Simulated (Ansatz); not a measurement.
BSi6As (model structure, I-42m, No. 121, 8 atoms in the cell) was calculated with LDA (PAW; Ansatz, a program for electronic structure).

Input:

Ansatz 0.2 input:
```yaml
crystal:
  lattice:
    - [-2.62537264, 2.62537264, 5.2427752012]
    - [2.62537264, -2.62537264, 5.2427752012]
    - [2.62537264, 2.62537264, -5.2427752012]
  atoms:
    - { symbol: B, position: [0.0, 0.0, 0.0] }
    - { symbol: Si, position: [0.3347327152, 0.3347327152, 0.4342466031] }
    - { symbol: Si, position: [0.75, 0.25, 0.5] }
    - { symbol: Si, position: [0.0995138879, 0.6652672848, 0.0] }
    - { symbol: Si, position: [0.25, 0.75, 0.5] }
    - { symbol: Si, position: [0.6652672848, 0.0995138879, 0.0] }
    - { symbol: As, position: [0.5, 0.5, 0.0] }
    - { symbol: Si, position: [0.9004861121, 0.9004861121, 0.5657533969] }
basis:
  ecutwfc: 520
  ecutrho_ratio: 4
  xc_grid: 2
kpoints:
  mp_grid: { grid: [10, 10, 10] }
  band_path:
    path:
      - [0.0, 0.0, 0.0]
      - [0.0, 0.0, 0.0625]
      - [0.0, 0.0, 0.125]
      - [0.0, 0.0, 0.1875]
      - [0.0, 0.0, 0.25]
      - [0.0, 0.0, 0.3125]
      - [0.0, 0.0, 0.375]
      - [0.0, 0.0, 0.4375]
      - [0.0, 0.0, 0.5]
      - [0.125, 0.125, 0.375]
      - [0.25, 0.25, 0.25]
      - [0.2, 0.3, 0.2]
      - [0.15, 0.35, 0.15]
      - [0.1, 0.4, 0.1]
      - [0.05, 0.45, 0.05]
      - [0.0, 0.5, 0.0]
      - [0.0, 0.416667, 0.0]
      - [0.0, 0.333333, 0.0]
      - [0.0, 0.25, 0.0]
      - [0.0, 0.166667, 0.0]
      - [0.0, 0.083333, 0.0]
      - [0.1, 0.1, -0.1]
      - [0.2, 0.2, -0.2]
      - [0.3, 0.3, -0.3]
      - [0.4, 0.4, -0.4]
      - [0.5, 0.5, -0.5]
      - [0.437563, 0.562437, -0.437563]
      - [0.375127, 0.624873, -0.375127]
      - [0.31269, 0.68731, -0.31269]
      - [-0.31269, 0.31269, 0.31269]
      - [-0.26802, 0.26802, 0.26802]
      - [-0.22335, 0.22335, 0.22335]
      - [-0.17868, 0.17868, 0.17868]
      - [-0.13401, 0.13401, 0.13401]
      - [-0.08934, 0.08934, 0.08934]
      - [-0.04467, 0.04467, 0.04467]
      - [-0.12538, 0.12538, 0.5]
      - [0.5, 0.5, -0.12538]
      - [0.5, 0.5, -0.187817]
      - [0.5, 0.5, -0.250254]
      - [0.5, 0.5, -0.31269]
      - [0.5, 0.5, -0.375127]
      - [0.5, 0.5, -0.437563]
    npoints: 1
hamiltonian:
  xc: lda
  dispersion: none
  pseudopotentials: { kind: paw }
scf:
  occupations: { method: fermi_dirac, width: 0.01 }
  convergence: { dr2_threshold: 0.0000000008 }
output:
  forces: true
  stress: true
  eigenvalues: true
  write_bands: true
```

The run printed, among other lines:

```
Crystal: 8 atoms, lattice volume = 144.545 Å³
Basis set: ecut = 520 eV, 3843 PW (Γ), exchange–correlation on 96×96×96 points (8 copies of the dense FFT grid, shifted against one another)
Bands: 29, of which v1, the nominal top of the filled ones, is band 21 counted from 1 (20 counted from 0)
Symmetry: 8 space group operations
Space group: I-42m (ITA 121), of the structure as read, at distance tolerance 5.2e-5 Å
k-points: 102 of 1000 (time reversal used)
Functional: x = slater, c = lda
SCF iter   1: F=—  HF=-8575.343237 eV  |F-HF|=—  |Δ(HF+E_count)|=         —  Δρ=4.24e-3  dr2=1.77e-2
SCF iter   2: F=—  HF=-8575.338951 eV  |F-HF|=—  |Δ(HF+E_count)|=   4.29e-3  Δρ=2.36e-3  dr2=5.14e-3
  ...
SCF iter   7: F=—  HF=-8575.337406 eV  |F-HF|=—  |Δ(HF+E_count)|=   2.42e-8  Δρ=3.06e-6  dr2=2.00e-8
SCF iter   8: F=-8575.337406 eV  HF=-8575.337406 eV  |F-HF|=2.15e-10  |Δ(HF+E_count)|=   2.02e-9  Δρ=5.77e-7  dr2=7.13e-10
SCF 1 converged in 8 iterations: F = -8575.337406 eV  dr2 = 7.13e-10
SCF converged after 8 iterations
Free energy (F): -8575.337406 eV
Internal energy: -8575.337329 eV  (E = F + TS)
E sigma→0 (E₀):  -8575.337368 eV
Fermi energy:    7.216492 eV
--- Forces (eV/Å), atoms counted from 1 ---
  atom   1  B      0.00000000     0.00000000     0.00000000
  atom   2  Si     0.00129740     0.00129740     0.00610156
  atom   3  Si    -0.00000000     0.00000000     0.00000000
  atom   4  Si    -0.00129740     0.00129740    -0.00610156
  atom   5  Si    -0.00000000     0.00000000     0.00000000
  atom   6  Si     0.00129740    -0.00129740    -0.00610156
  atom   7  As     0.00000000     0.00000000     0.00000000
  atom   8  Si    -0.00129740    -0.00129740     0.00610156
--- Stress (GPa, compression-positive) ---
       -1.903580       0.000000       0.000000
        0.000000      -1.903580      -0.000000
        0.000000      -0.000000      -1.904285
  P = ⅓ Tr σ = -1.9038 GPa (-19.038 kbar)
```

The PAW data were made under PBE.

Note: the relaxation could raise the start's symmetry but not lower it, so the cell can be a saddle point. Note: cell and atoms aren't relaxed at this level (pressure -1.9 GPa).

Computing time: around 40 core-seconds (rough).

A model structure was made by putting elements into a prototype or built by hand; it is no filed structure, need not be a known phase, and can be a saddle point held by its symmetry.
